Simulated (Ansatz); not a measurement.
Results of r²SCAN in Ansatz (plane waves, PAW) for L1₂ (Cu3Au-type) Al3Sc.

Settings: plane-wave cutoff 560 eV, 14×14×14 k mesh, Fermi–Dirac smearing 0.05 eV, scalar-relativistic PAW data made under PBE.

Cell (relaxed at this level):

Al3Sc is taken in the cubic space group Pm-3m (No. 221), the Cu3Au type structure, Pearson symbol cP4. Lattice parameters: a = 4.0862 Å, b = 4.0862 Å, c = 4.0862 Å, α = 90.00°, β = 90.00°, γ = 90.00°. Sc on 1a has 12 Al at 2.889 Å and 6 Sc at 4.086 Å. Al on 3c has 8 Al at 2.889 Å and 4 Sc at 2.889 Å (cuboctahedral). (Neighbours: up to the widest gap in distance over summed covalent radii, below 1.35, at either atom.)

### Question
What does this level give for the bulk modulus and pressure derivative B′ of the bulk modulus?

### Answer

- bulk modulus = 94.0 GPa
- pressure derivative B′ of the bulk modulus = 4.0

The run finds no gap.

Measured, for comparison: bulk modulus 91.5 ± 1 GPa (298 K, no zero-point or thermal correction, polycrystal; as tabulated in A Combined Experimental and First-Principles Based Assessment of …). Computed (rounded) less measured: bulk modulus +3 %. A static lattice is as a rule a little smaller and stiffer than an uncorrected measurement, which narrows the difference in the bulk modulus and would widen misses of the other sign.

Static lattice: no zero-point or thermal effects.

Cost on a shared machine: about 2.9 core-minutes (a rough figure).

Ansatz is an electronic-structure program.
